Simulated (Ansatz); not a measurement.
Start from CaO in the rock salt structure (space group Fm-3m, No. 225; a = 4.8308 Å).

Computed with PBE (Ansatz, a quantum-chemistry and plane-wave program), without spin-orbit coupling.

One change was made to it. Results:

The volume per atom drops by 0.54 Å³ (14.09 Å³ → 13.55 Å³); the gap character is still indirect, Γ → X; the electron mass goes from 1.4 mₑ along k, 0.44 mₑ across (at X) to 1.4 mₑ along k, 0.43 mₑ across (at X).

### Question
Which change produced these results?
A. pressure 4.5 GPa
B. pressure 15 GPa
C. pressure −2 GPa

### Answer
A, pressure 4.5 GPa. For comparison, the electron mass in the other runs: pressure −2 GPa gives 1.4 mₑ along k, 0.45 mₑ across (at X); pressure 15 GPa gives 1.4 mₑ along k, 0.41 mₑ across (at X).

Load acts through the strain it causes; cell and atoms are relaxed under it. Effective masses come from finite differences of ±0.01 Å⁻¹. Along k means along the line from Γ to the band edge. Stability against distortions was not tested. Competing high-pressure phases were not computed.
